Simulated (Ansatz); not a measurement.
# How far to go with the plane-wave cutoff: Ti3Zn (I4mm, 4 atoms in the cell)

```
CELL_PARAMETERS angstrom
     -1.96921     1.96921     4.20397
      1.96921    -1.96921     4.20397
      1.96921     1.96921    -4.20397
ATOMIC_POSITIONS crystal
  Ti 0.75000 0.25000 0.50000
  Ti 0.25000 0.75000 0.50000
  Ti 0.50595 0.50595 0.00000
  Zn 0.00000 0.00000 0.00000
```
Moments meant for the start (each program seeds them in its own way; μB, in the order of the atoms Ti Ti Ti Zn): 1.0 1.0 1.0 0.0.

Method: PBEsol, default PAW files made with PBE (plane waves; Ansatz, a first-principles code).

Base settings: basis.ecutwfc = 420 eV; kpoints.mp_grid.grid = 5 5 5; hamiltonian.xc = pbesol; hamiltonian.pseudopotentials = {kind: paw} (the program's default PAW files); magnetization.spin_polarized = true; scf.occupations.method = fermi_dirac; scf.occupations.width = 0.1 eV.

The second cell is the first with its lattice scaled by 0.98.

The mesh stays at the base's, so the ladder's end is converged at best in this setting alone.

The first pressure column holds Ansatz's estimate of the finite-basis (Pulay) stress, which hides part of the cutoff error; the other is without it.

Only quantities that move along the ladder and can be compared are tabulated.

The count of work is k-points × plane waves × bands × iterations; it is no time. 

The starting cell comes from a database of computed structures (which also holds hypothetical and non-ambient phases and stackings), without a prior relaxation at this level. Its lattice was rescaled by up to half a per cent. One atom was moved a little off its site on purpose. The starting moments vanished: the run ended non-magnetic. The program warned that a starting moment was not kept. In the base run, with a pressure of about -5 GPa the cell is away from its equilibrium volume at this level.

Steps (basis.ecutwfc): 145 eV; 170 eV; 190 eV; 210 eV; 230 eV; 250 eV; 295 eV; 335 eV; 380 eV; 420 eV; 460 eV; 505 eV; 565 eV; 630 eV; 735 eV; 840 eV; 1010 eV.

### Question
What is the coarsest basis.ecutwfc that holds the energy of the compressed cell less the first within 1 meV/atom of the last step, with all finer ones?

### Answer
335 eV, at 0.19 of the last step's count of work; the step before is off by 2.1 meV/atom.

### Question
What is the coarsest basis.ecutwfc that holds the pressure within 0.05 GPa of the last step, with all finer ones?

### Answer
335 eV, at 0.19 of the last step's count of work; the step before is off by 0.26 GPa.

### Question
What is the coarsest basis.ecutwfc that holds the forces within 0.01 eV/Å of the last step, with all finer ones?

### Answer
335 eV, at 0.19 of the last step's count of work; the step before is off by 0.023 eV/Å.

```csv
basis.ecutwfc,free energy less the last step's (meV/atom),energy of the compressed cell less the first (meV/atom),pressure (GPa),pressure without the Pulay estimate (GPa),largest difference of a force vector from the last step's (eV/Å),count of work / last
145 eV,28981.89,-253.72,-50.10,-801.98,1.198,0.055
170 eV,14476.69,-78.49,-14.56,-470.28,0.505,0.072
190 eV,7919.18,68.31,5.15,-299.08,0.189,0.085
210 eV,4210.83,36.18,4.22,-188.13,0.269,0.080
230 eV,2112.97,10.97,-3.20,-113.83,0.195,0.098
250 eV,1022.61,-1.28,-5.81,-67.14,0.030,0.12
295 eV,171.37,-11.17,-5.00,-19.57,0.023,0.15
335 eV,25.16,-9.12,-4.70,-7.59,0.002,0.19
380 eV,2.69,-8.99,-4.73,-4.97,0.000,0.22
420 eV,1.36,-9.04,-4.74,-4.76,0.000,0.27
460 eV,1.01,-9.05,-4.74,-4.77,0.000,0.30
505 eV,0.70,-9.05,-4.74,-4.76,0.000,0.36
565 eV,0.52,-9.05,-4.74,-4.75,0.000,0.42
630 eV,0.36,-9.05,-4.74,-4.75,0.000,0.49
735 eV,0.16,-9.04,-4.74,-4.74,0.000,0.63
840 eV,0.09,-9.05,-4.74,-4.74,0.000,0.75
1010 eV,0.00,-9.05,-4.74,-4.74,0.000,1.0
```

The energy difference between the two cells stays within 1 meV/atom of the last step's from 335 eV on, the total only from 505 eV on: much of the error is common to both cells and cancels.

At the lowest cutoff the pressure without the Pulay estimate lies 797 GPa under the last step's, the usual sign of Pulay stress in an incomplete plane-wave basis.

Keys are those of Ansatz 0.2.
